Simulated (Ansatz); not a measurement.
Take Ca in the fcc (Cu type) structure (space group Fm-3m, No. 225; a = 5.455 Å) as the base.

Calculations: plane-wave PAW DFT at the PBEsol level (Ansatz, a program for electronic structure, 420 eV), no SOC.

For the base:

- Volume per atom = 40.59 Å³

One thing is altered: full substitution Ca → Y; the structure is relaxed again.

Problem. Predict the new volume per atom.

Solution. The volume per atom drops by 9.77 Å³, from 40.59 Å³ to 30.82 Å³.

Whether these cells are dynamically stable was not tested. All final runs are without spin polarisation. This is not the structure that Y has at room temperature and ambient pressure.
